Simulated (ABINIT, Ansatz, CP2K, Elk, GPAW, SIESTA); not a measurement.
## Code comparison for GaCuSeS (I2_12_12_1, 8 atoms in the cell)

Self-consistent single point.

```
GaCuSeS
1.0
   -2.73550     2.73909     5.43389
    2.73550    -2.73909     5.43389
    2.73550     2.73909    -5.43389
Ga Cu Se S
2 2 2 2
Cartesian
  2.73550  -1.36954   4.13378
  2.73550   1.36955   1.30011
  0.00000   1.36955   4.19714
  0.00000   4.10864   1.23675
  1.32404   0.00000   2.71694
 -1.32404   2.73909   2.71695
  1.36775   2.73591   0.00000
  4.10325   0.00318   0.00000
```

Shared settings, as Ansatz (a first-principles code) writes them: kpoints.mp_grid.grid = 3 3 3; scf.occupations.method = fermi_dirac; scf.occupations.width = 0.02 eV. Potentials and cutoffs stand in the table.

```json
[
 {"code": "Ansatz", "model": "LDA (PW92), PAW files made with PBE", "pressure (GPa)": "-4.45", "largest force (eV/Å)": "0.133", "gap on the mesh (eV)": "0.288", "cutoff": "420 eV"},
 {"code": "Elk", "model": "LDA (PW92), all-electron FP-LAPW, Elk's shipped species files, APW+lo basis with extra local orbitals", "pressure (GPa)": "–", "largest force (eV/Å)": "–", "gap on the mesh (eV)": "0.284", "cutoff": "rgkmax 7.5"},
 {"code": "GPAW", "model": "LDA (Perdew-Wang 92), GPAW PAW datasets LDA (gpaw-data 1.0.1)", "pressure (GPa)": "-3.70", "largest force (eV/Å)": "0.230", "gap on the mesh (eV)": "0.318", "cutoff": "800 eV"},
 {"code": "CP2K", "model": "LDA (Pade form), GPW, DZVP-MOLOPT-SR-GTH basis, GTH-PADE potentials (GTH_POTENTIALS)", "pressure (GPa)": "-3.55", "largest force (eV/Å)": "0.112", "gap on the mesh (eV)": "0.234", "cutoff": "grid 600 Ry"},
 {"code": "ABINIT", "model": "LDA (PW92), PAW (JTH v2.0 LDA PAW)", "pressure (GPa)": "-4.43", "largest force (eV/Å)": "0.130", "gap on the mesh (eV)": "0.281", "cutoff": "60 Ry"},
 {"code": "SIESTA", "model": "LDA PW92, numerical atomic orbitals DZP, PseudoDojo LDA standard norm-conserving potentials (rewritten from UPF to PSML)", "pressure (GPa)": "-3.54", "largest force (eV/Å)": "0.382", "gap on the mesh (eV)": "0.500", "cutoff": "grid 300 Ry"}
]
```

Size of the force on each atom (eV/Å): Sizes of forces hide their directions.

| code | Ga1 | Ga2 | Cu3 | Cu4 | Se5 | Se6 | S7 | S8 |
|---|---|---|---|---|---|---|---|---|
| Ansatz | 0.072 | 0.072 | 0.080 | 0.080 | 0.120 | 0.120 | 0.133 | 0.133 |
| GPAW | 0.129 | 0.129 | 0.068 | 0.068 | 0.172 | 0.172 | 0.230 | 0.230 |
| CP2K | 0.064 | 0.064 | 0.084 | 0.084 | 0.112 | 0.112 | 0.109 | 0.109 |
| ABINIT | 0.072 | 0.072 | 0.092 | 0.092 | 0.112 | 0.112 | 0.130 | 0.130 |
| SIESTA | 0.381 | 0.382 | 0.265 | 0.264 | 0.358 | 0.359 | 0.209 | 0.209 |

A dash marks a value that a program does not give, or that is left out as unsure.

Gaps are read on the mesh.

On Ansatz's run: spin polarisation is off.

The spread over the programs that give each value: pressure within 0.91 GPa; largest force within 0.270 eV/Å; gap on the mesh within 0.266 eV.

CP2K and SIESTA use small atom-centred bases, whose incompleteness enters pressures, forces and empty levels differently from a plane-wave cutoff. Elk treats all electrons, but the usual bases taken here (sphere radii, linearisation, local orbitals, empty states) were not tested for convergence, so the values are no reference for the others. Ansatz's pressure is given at a fixed set of plane waves, as the other plane-wave codes print theirs; with its correction for the finite basis it is -4.41 GPa. In the gap, SIESTA (by 0.212) lies more than 0.12 eV from the median of the plane-wave programs. In the force vectors, GPAW (by 0.097) and SIESTA (by 0.454) lie more than 0.08 eV/Å from the median of the plane-wave programs.

The starting cell comes from a database of computed structures (which also holds hypothetical and non-ambient phases and stackings), without a prior relaxation at this level.

Keys are those of Ansatz 0.2.
